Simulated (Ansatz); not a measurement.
Base system: InSe in the beta-GaS type structure (space group P6_3/mmc, No. 194; a = 4.032 Å, c = 16.763 Å; layered, stacked along the Cartesian z axis).

(Cell as relaxed with PBE-D3(BJ).)

Levels (all Ansatz, a quantum-chemistry and plane-wave program, PAW, earlier PAW set): PBE-D3(BJ) (420 eV, spin-orbit coupling left out); r2SCAN+rVV10 (500 eV, scalar-relativistic without spin-orbit coupling).

Each level relaxes its own structure.

```json
[
 {"base": "volume per atom", "PBE-D3(BJ)": "29.50 Å³", "r2SCAN+rVV10": "29.56 Å³"},
 {"base": "lattice parameter a", "PBE-D3(BJ)": "4.032 Å", "r2SCAN+rVV10": "4.016 Å"},
 {"base": "band gap", "PBE-D3(BJ)": "0.37 eV", "r2SCAN+rVV10": "0.85 eV"}
]
```

The change: cell and atoms relaxed at a pressure of 22.5 GPa.

```json
[
 {"quantity": "band gap", "PBE-D3(BJ)": "zero", "r2SCAN+rVV10": "[?]"},
 {"quantity": "shortest interatomic distance", "PBE-D3(BJ)": "2.515 Å", "r2SCAN+rVV10": "[?]"},
 {"quantity": "c/a ratio", "PBE-D3(BJ)": "4.341", "r2SCAN+rVV10": "[?]"}
]
```

### Question
What does r2SCAN+rVV10 give?

### Answer

- band gap, r2SCAN+rVV10: 0.22 eV
- shortest interatomic distance, r2SCAN+rVV10: 2.504 Å
- c/a ratio, r2SCAN+rVV10: 4.287

They disagree on the band gap; PBE-D3(BJ)'s shortest interatomic distance lies 0.011 Å above r2SCAN+rVV10's (0.4 %); PBE-D3(BJ)'s c/a ratio lies 0.054 above r2SCAN+rVV10's. Neither level is exact; r2SCAN+rVV10 is the comparison here, not a measurement.

A case with no gap was solved on a k-mesh chosen for an insulator, which is coarse for it. Load acts through the strain it causes; cell and atoms are relaxed under it. No phonon test of stability was made. Competing high-pressure phases were not computed. The final runs are not spin-polarised. A zero or small gap of InSe under pressure 22.5 GPa can be the functional's error rather than a property of the material.
